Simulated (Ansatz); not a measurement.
```yaml
crystal:
  lattice:
    - [30.00000, 0.00000, 0.00000]
    - [0.00000, 30.00000, 0.00000]
    - [0.00000, 0.00000, 4.35133]
  atoms:
    - { symbol: P, position: [0.83748, 0.50000, 0.08900] }
    - { symbol: P, position: [0.83100, 0.56584, 0.41098] }
    - { symbol: P, position: [0.76257, 0.55223, 0.57666] }
    - { symbol: P, position: [0.76772, 0.50000, 0.92333] }
    - { symbol: P, position: [0.81179, 0.62915, 0.08901] }
    - { symbol: P, position: [0.78060, 0.68749, 0.41098] }
    - { symbol: P, position: [0.72259, 0.64873, 0.57666] }
    - { symbol: P, position: [0.74734, 0.60245, 0.92335] }
    - { symbol: P, position: [0.73863, 0.73863, 0.08902] }
    - { symbol: P, position: [0.68749, 0.78060, 0.41098] }
    - { symbol: P, position: [0.64873, 0.72259, 0.57666] }
    - { symbol: P, position: [0.68930, 0.68930, 0.92336] }
    - { symbol: P, position: [0.62915, 0.81179, 0.08901] }
    - { symbol: P, position: [0.56584, 0.83100, 0.41098] }
    - { symbol: P, position: [0.55223, 0.76257, 0.57666] }
    - { symbol: P, position: [0.60245, 0.74734, 0.92335] }
    - { symbol: P, position: [0.50000, 0.83748, 0.08900] }
    - { symbol: P, position: [0.43416, 0.83100, 0.41098] }
    - { symbol: P, position: [0.44777, 0.76257, 0.57666] }
    - { symbol: P, position: [0.50000, 0.76772, 0.92333] }
    - { symbol: P, position: [0.37085, 0.81179, 0.08901] }
    - { symbol: P, position: [0.31251, 0.78060, 0.41098] }
    - { symbol: P, position: [0.35127, 0.72259, 0.57666] }
    - { symbol: P, position: [0.39755, 0.74734, 0.92335] }
    - { symbol: P, position: [0.26137, 0.73863, 0.08902] }
    - { symbol: P, position: [0.21940, 0.68749, 0.41098] }
    - { symbol: P, position: [0.27741, 0.64873, 0.57666] }
    - { symbol: P, position: [0.31070, 0.68930, 0.92336] }
    - { symbol: P, position: [0.18821, 0.62915, 0.08901] }
    - { symbol: P, position: [0.16900, 0.56584, 0.41098] }
    - { symbol: P, position: [0.23743, 0.55223, 0.57666] }
    - { symbol: P, position: [0.25266, 0.60245, 0.92335] }
    - { symbol: P, position: [0.16252, 0.50000, 0.08900] }
    - { symbol: P, position: [0.16900, 0.43416, 0.41098] }
    - { symbol: P, position: [0.23743, 0.44777, 0.57666] }
    - { symbol: P, position: [0.23228, 0.50000, 0.92333] }
    - { symbol: P, position: [0.18821, 0.37085, 0.08901] }
    - { symbol: P, position: [0.21940, 0.31251, 0.41098] }
    - { symbol: P, position: [0.27741, 0.35127, 0.57666] }
    - { symbol: P, position: [0.25266, 0.39755, 0.92335] }
    - { symbol: P, position: [0.26137, 0.26137, 0.08902] }
    - { symbol: P, position: [0.31251, 0.21940, 0.41098] }
    - { symbol: P, position: [0.35127, 0.27741, 0.57666] }
    - { symbol: P, position: [0.31070, 0.31070, 0.92336] }
    - { symbol: P, position: [0.37085, 0.18821, 0.08901] }
    - { symbol: P, position: [0.43416, 0.16900, 0.41098] }
    - { symbol: P, position: [0.44777, 0.23743, 0.57666] }
    - { symbol: P, position: [0.39755, 0.25266, 0.92335] }
    - { symbol: P, position: [0.50000, 0.16252, 0.08900] }
    - { symbol: P, position: [0.56584, 0.16900, 0.41098] }
    - { symbol: P, position: [0.55223, 0.23743, 0.57666] }
    - { symbol: P, position: [0.50000, 0.23228, 0.92333] }
    - { symbol: P, position: [0.62915, 0.18821, 0.08901] }
    - { symbol: P, position: [0.68749, 0.21940, 0.41098] }
    - { symbol: P, position: [0.64873, 0.27741, 0.57666] }
    - { symbol: P, position: [0.60245, 0.25266, 0.92335] }
    - { symbol: P, position: [0.73863, 0.26137, 0.08902] }
    - { symbol: P, position: [0.78060, 0.31251, 0.41098] }
    - { symbol: P, position: [0.72259, 0.35127, 0.57666] }
    - { symbol: P, position: [0.68930, 0.31070, 0.92336] }
    - { symbol: P, position: [0.81179, 0.37085, 0.08901] }
    - { symbol: P, position: [0.83100, 0.43416, 0.41098] }
    - { symbol: P, position: [0.76257, 0.44777, 0.57666] }
    - { symbol: P, position: [0.74734, 0.39755, 0.92335] }
```

Level of theory: PBE (plane waves to 420 eV, PAW; Ansatz, a program for electronic structure). Mesh 1×1×8. No spin polarisation. It repeats along c; a and b span vacuum. A hypothetical model, rolled from the flat sheet. It keeps the symmetry and period of its start, so it need not be a minimum against all distortions.

Question: Tabulate the two highest filled and two lowest empty levels along the axis, from the valence top.

Answer: 
| k (2π/c) | v2 (eV) | v1 (eV) | c1 (eV) | c2 (eV) |
|---|---|---|---|---|
| 0.000 | -0.02 | -0.02 | 0.83 | 0.98 |
| 0.042 | -0.05 | -0.05 | 0.82 | 0.96 |
| 0.083 | -0.14 | -0.14 | 0.80 | 0.93 |
| 0.125 | -0.27 | -0.27 | 0.78 | 0.88 |
| 0.167 | -0.39 | -0.39 | 0.73 | 0.82 |
| 0.208 | -0.35 | -0.35 | 0.65 | 0.73 |
| 0.250 | -0.23 | -0.22 | 0.53 | 0.63 |
| 0.292 | -0.11 | -0.06 | 0.37 | 0.52 |
| 0.333 | -0.07 | -0.01 | 0.28 | 0.47 |
| 0.375 | -0.14 | -0.14 | 0.39 | 0.50 |
| 0.417 | -0.31 | -0.31 | 0.51 | 0.58 |
| 0.458 | -0.48 | -0.48 | 0.60 | 0.65 |
| 0.500 | -0.56 | -0.56 | 0.63 | 0.67 |
